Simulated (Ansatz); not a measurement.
The reference is TiO2 in the rutile structure (space group P4_2/mnm, No. 136; a = 4.591 Å, c = 2.939 Å). Axes: x, y, z lie along a, b, c of the conventional cell.

One thing is altered: compressive biaxial strain of 1.30 % in the plane normal to [001], as in epitaxy on a mismatched substrate; the out-of-plane cell vector and the atoms relax.

Levels (all Ansatz, a quantum-chemistry and plane-wave program, PAW): PBEsol (420 eV, scalar-relativistic without spin-orbit coupling); r2SCAN (500 eV, no spin-orbit coupling); HSE06 (420 eV, no spin-orbit coupling).

One geometry, relaxed with PBEsol, under each level:

| level | band gap | lowest conduction level above the VBM at special points | pressure |
|---|---|---|---|
| PBEsol | 1.86 eV | Γ 1.86 eV; R 1.89 eV; M 1.92 eV; X 2.57 eV | 3.35 GPa |
| r2SCAN | ___ | ___ | ___ |
| HSE06 | 3.42 eV | Γ 3.42 eV; R 3.45 eV; M 3.46 eV | – |

Give the withheld r2SCAN results.


- r2SCAN, band gap: 2.24 eV
- r2SCAN, lowest conduction level above the VBM at special points: Γ 2.24 eV; R 2.29 eV; M 2.30 eV; X 2.96 eV
- r2SCAN, pressure: 5.57 GPa

Single points use the geometry relaxed with PBEsol. Their cutoffs differ, which shifts pressures a little. Stability against distortions was not tested. The final runs are not spin-polarised.
